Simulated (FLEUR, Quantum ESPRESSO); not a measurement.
A FLEUR input for a self-consistent single point of InSb (F-43m, 2 atoms in the cell) (DFT, LDA (Perdew-Zunger), all-electron FLAPW (FLEUR), scalar-relativistic valence):

Input of the input generator:

```
InSb
&input film=f /
0.0000000000 3.2400000000 3.2400000000
3.2400000000 0.0000000000 3.2400000000
3.2400000000 3.2400000000 0.0000000000
1.8897261246
1.0 1.0 1.0

2
49 0.0000000000 0.0000000000 0.0000000000
51 0.2500000000 0.2500000000 0.2500000000

&comp jspins=1 /
&exco xctyp='pz' /
&kpt div1=6 div2=6 div3=6 gamma=t /
&end /
```

```xml
<?xml version="1.0" encoding="UTF-8" standalone="no"?>
<fleurInput fleurInputVersion="0.39">
   <comment>
      InSb                                                                                                
   </comment>
   <calculationSetup>
      <cutoffs Kmax="4.1" Gmax="16.4" GmaxXC="16.4" numbands="0"/>
      <scfLoop itmax="80" minDistance="0.00001" maxIterBroyd="99" imix="Anderson" alpha="0.05" precondParam="0.0" spinf="2.0"/>
      <coreElectrons ctail="T" frcor="F" kcrel="0" coretail_lmax="0"/>
      <xcFunctional name="pz" relativisticCorrections="F"/>
      <magnetism jspins="1"/>
      <soc l_soc="F" theta="0.0" phi="0.0" spav="F"/>
      <expertModes spex="0" secvar="F"/>
      <geometryOptimization l_f="T" forcealpha="1.0" forcemix="BFGS" epsdisp="0.00001" epsforce="0.00001"/>
      <ldaU l_linMix="F" mixParam="0.05" spinf="1.0"/>
   </calculationSetup>
   <cell>
      <bzIntegration valenceElectrons="28.0" mode="hist" fermiSmearingEnergy="0.00183747">
         <kPointListSelection listName="default-1"/>
         <!-- k-points included here -->
         <xi:include xmlns:xi="http://www.w3.org/2001/XInclude" href="kpts.xml"> </xi:include>
      </bzIntegration>
      <!-- symmetry operations included here -->
      <xi:include xmlns:xi="http://www.w3.org/2001/XInclude" href="sym.xml"> </xi:include>
      <bulkLattice scale="1.0">
         <bravaisMatrix>
            <row-1>    0.0000000000000000     6.1227126437040003     6.1227126437040003</row-1>
            <row-2>    6.1227126437040003     0.0000000000000000     6.1227126437040003</row-2>
            <row-3>    6.1227126437040003     6.1227126437040003     0.0000000000000000</row-3>
         </bravaisMatrix>
      </bulkLattice>
   </cell>
   <atomSpecies>
      <species name="Indium (In)" element="In" atomicNumber="49">
         <mtSphere radius="2.42" gridPoints="853" logIncrement="0.015"/>
         <atomicCutoffs lmax="10" lnonsphr="8"/>
         <electronConfig flipSpins="F">
            <coreConfig>(1s1/2) (2s1/2) (2p1/2) (2p3/2) (3s1/2) (3p1/2) (3p3/2) (4s1/2) (3d3/2) (3d5/2) (4p1/2) (4p3/2)</coreConfig>
            <valenceConfig>(5s1/2) (4d3/2) (4d5/2) (5p1/2) (5p3/2)</valenceConfig>
            <stateOccupation state="(5p1/2)" spinUp="0.1666666666667" spinDown="0.1666666666667"/>
            <stateOccupation state="(5p3/2)" spinUp="0.3333333333333" spinDown="0.3333333333333"/>
         </electronConfig>
         <energyParameters s="5" p="5" d="5" f="4"/>
         <lo type="SCLO" l="2" n="4" eDeriv="0"/>
      </species>
      <species name="Antimony (Sb)" element="Sb" atomicNumber="51">
         <mtSphere radius="2.42" gridPoints="853" logIncrement="0.015"/>
         <atomicCutoffs lmax="10" lnonsphr="8"/>
         <electronConfig flipSpins="F">
            <coreConfig>(1s1/2) (2s1/2) (2p1/2) (2p3/2) (3s1/2) (3p1/2) (3p3/2) (4s1/2) (3d3/2) (3d5/2) (4p1/2) (4p3/2)</coreConfig>
            <valenceConfig>(5s1/2) (4d3/2) (4d5/2) (5p1/2) (5p3/2)</valenceConfig>
            <stateOccupation state="(5p1/2)" spinUp="0.5" spinDown="0.5"/>
            <stateOccupation state="(5p3/2)" spinUp="1.0" spinDown="1.0"/>
         </electronConfig>
         <energyParameters s="5" p="5" d="5" f="4"/>
         <lo type="SCLO" l="2" n="4" eDeriv="0"/>
      </species>
   </atomSpecies>
   <atomGroups>
      <atomGroup species="Indium (In)">
         <relPos label="                   1">.0000000000 .0000000000 .0000000000</relPos>
         <force calculate="T" relaxXYZ="TTT"/>
      </atomGroup>
      <atomGroup species="Antimony (Sb)">
         <relPos label="                   2">1.000/4.000 1.000/4.000 1.000/4.000</relPos>
         <force calculate="T" relaxXYZ="TTT"/>
      </atomGroup>
   </atomGroups>
   <output dos="F" band="F" slice="F">
      <checks vchk="F" cdinf="F"/>
      <bandDOS minEnergy="-.5*Htr" maxEnergy="0.5*Htr" sigma="0.015" storeEVData="T"/>
      <vacuumDOS vacdos="F" integ="F" star="F" nstars="0" locx1="0.0" locy1="0.0" locx2="0.0" locy2="0.0" nstm="0" tworkf="0.0"/>
      <unfoldingBand unfoldBand="F" supercellX="1" supercellY="1" supercellZ="1"/>
      <plotting iplot="0" polar="F">
         <plot TwoD="T" vec1="  1.0  0.0  0.0" vec2="  0.0  1.0  0.0" vec3="  0.0  0.0  1.0" zero="  0.0  0.0  0.0" file="plot"/>
      </plotting>
      <chargeDensitySlicing numkpt="0" minEigenval="0.0" maxEigenval="0.0" nnne="0" pallst="F"/>
      <specialOutput eonly="F"/>
      <magneticCircularDichroism mcd="F" energyLo="-10.0" energyUp="0.0"/>
   </output>
  <!-- We include the file relax.xml here to enable relaxations (see documentation) -->
  <xi:include xmlns:xi="http://www.w3.org/2001/XInclude" href="relax.xml"> <xi:fallback/> </xi:include>
</fleurInput>
```

Q: Translate this input to Quantum ESPRESSO.

A: This is the input that was run; spellings and numerical settings could be chosen otherwise.

```fortran
&control
 calculation = 'scf'
 prefix = 'InSb'
 outdir = './tmp/'
 pseudo_dir = './'
 tprnfor = .true.
 tstress = .true.
/
&system
 ibrav = 0
 nat = 2
 ntyp = 2
 ecutwfc = 55
 ecutrho = 330
 occupations = 'smearing'
 smearing = 'fd'
 degauss = 0.0036749
/
&electrons
 conv_thr = 1.0e-11
 mixing_beta = 0.3
/
ATOMIC_SPECIES
In   114.8180  In.pz-dn-kjpaw_psl.1.0.0.UPF
Sb   121.7600  Sb.pz-dn-kjpaw_psl.1.0.0.UPF
ATOMIC_POSITIONS alat
In    0.00000000    0.00000000    0.00000000
Sb    0.35355339    0.35355339    0.35355339
K_POINTS automatic
6 6 6  0 0 0
CELL_PARAMETERS angstrom
   0.00000000     3.24000000     3.24000000
   3.24000000     0.00000000     3.24000000
   3.24000000     3.24000000     0.00000000
```

Basis settings and potentials, where a program has them, do not carry over. This input uses DFT, LDA (PZ), plane waves, PSlibrary PAW (LDA, semicore) pseudopotentials. LDA parametrisations can differ slightly between programs.

The starting cell has typed, rounded lattice constants, without a prior relaxation at this level.
